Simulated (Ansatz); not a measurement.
## The (110) surface of fcc Au in its 1x1 cell (the real clean face reconstructs), outermost plane spacing 1.47 Å in the ideal cut

All values below come from r2SCAN, at the PBE geometry (plane waves to 500 eV, PAW; Ansatz, a quantum-chemistry and plane-wave program).

Set-up: 8 atoms, 10.3 Å thick at the start (thin: gaps and levels are the slab's own); mesh 13x9x1; 0.1 eV smearing; dipole correction on; single point; on the structure that PBE left under its start's symmetry; no spin, no spin-orbit, no U.

The surface energy (mean of both faces) is 1.10 J/m², the work function of the top face is 5.01 eV and the cost is roughly 3.0 core-minutes.
